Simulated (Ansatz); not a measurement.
Method: PBE (plane waves to 420 eV, PAW; Ansatz, an electronic-structure program).

Electrostatic potential energy of an electron, averaged over planes parallel to the surface, in eV from the highest filled level, for a constructed model of the (0001) surface of wurtzite CdS, Cd-terminated, 2x2 Si adatom at H3 (bottom of the slab: 2 H on 4 bottom sites):

```csv
z (Å),V (eV)
4.17,4.77
4.44,4.77
4.72,4.77
5.00,4.77
5.28,4.77
5.56,4.77
5.83,4.77
6.11,4.77
6.39,4.77
6.67,4.76
6.94,4.75
7.22,4.73
7.50,4.68
7.78,4.56
8.06,4.29
8.33,3.53
8.61,2.55
8.89,1.20
9.17,-0.93
9.44,-3.41
9.72,-5.66
10.00,-6.58
10.28,-6.23
10.56,-4.88
10.83,-2.97
11.11,-0.88
11.39,1.43
11.67,2.93
11.94,3.24
12.22,2.27
12.50,-0.53
12.78,-3.20
13.06,-5.35
13.33,-6.90
13.61,-6.45
13.89,-4.70
14.17,-3.11
14.44,-1.25
14.72,1.00
15.00,2.81
15.28,3.40
15.56,2.84
15.83,0.45
16.11,-2.50
16.39,-4.73
16.67,-6.38
16.94,-6.52
17.22,-4.87
17.50,-3.31
17.78,-1.66
18.06,0.39
18.33,2.21
18.61,3.08
18.89,2.71
19.17,0.58
19.44,-1.89
19.72,-3.66
20.00,-4.74
20.28,-4.88
20.56,-4.02
20.83,-3.21
21.11,-2.32
21.39,-1.42
21.67,-0.53
21.94,0.55
22.22,1.47
22.50,2.27
22.78,3.18
23.06,3.90
23.33,4.25
23.61,4.43
23.89,4.51
24.17,4.55
24.44,4.57
24.72,4.58
25.00,4.58
25.28,4.58
25.56,4.58
25.83,4.58
26.11,4.58
26.39,4.58
26.67,4.58
```

Slab: 35 atoms, 13.6 Å thick at the start with caps and adatoms (thin: gaps and levels are the slab's own); k 3x3x1, smearing 0.025 eV, dipole-corrected; 8 atoms held, the rest relaxed; start symmetry kept, larger cells not searched; no spin, no spin-orbit, no U. In PBE it lies 0.12 eV a 1x1 cell over the lowest computed structure of the same composition (2x2 Si adatom at T4).

The vacuum level lies 4.58 eV above the highest filled level over the top face and 4.77 eV above it under the bottom face.
